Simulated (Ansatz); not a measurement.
Si3N4 (P6₃/m, No. 176)

Calculation: HSE06 (Ansatz, an electronic-structure program, plane waves, PAW).

Settings: plane-wave cutoff 500 eV, 4×4×8 k mesh (along the axes of the cell as run), gaussian smearing 0.02 eV, scalar-relativistic PAW data made under PBE.

Cell (relaxed with r²SCAN):

```
N4Si3
1.0
    7.60570     0.00000     0.00000
   -3.80285     6.58673     0.00000
    0.00000     0.00000     2.90569
Si N
6 8
Direct
  0.23063   0.82458   0.75000
  0.76937   0.17542   0.25000
  0.40604   0.23063   0.25000
  0.59396   0.76937   0.75000
  0.17542   0.40604   0.75000
  0.82458   0.59396   0.25000
  0.33333   0.66667   0.75000
  0.66667   0.33333   0.25000
  0.96874   0.66968   0.75000
  0.03126   0.33032   0.25000
  0.29906   0.96874   0.25000
  0.70094   0.03126   0.75000
  0.33032   0.29906   0.75000
  0.66968   0.70094   0.25000
```

```yaml
band_gap: 5.79 eV (on the SCF k mesh)
```

Note: cell and atoms aren't relaxed at this level (largest force component 0.03 eV/Å, pressure -0.7 GPa).

Computed values are for the static lattice.

It cost roughly 4 core-minutes of CPU time.
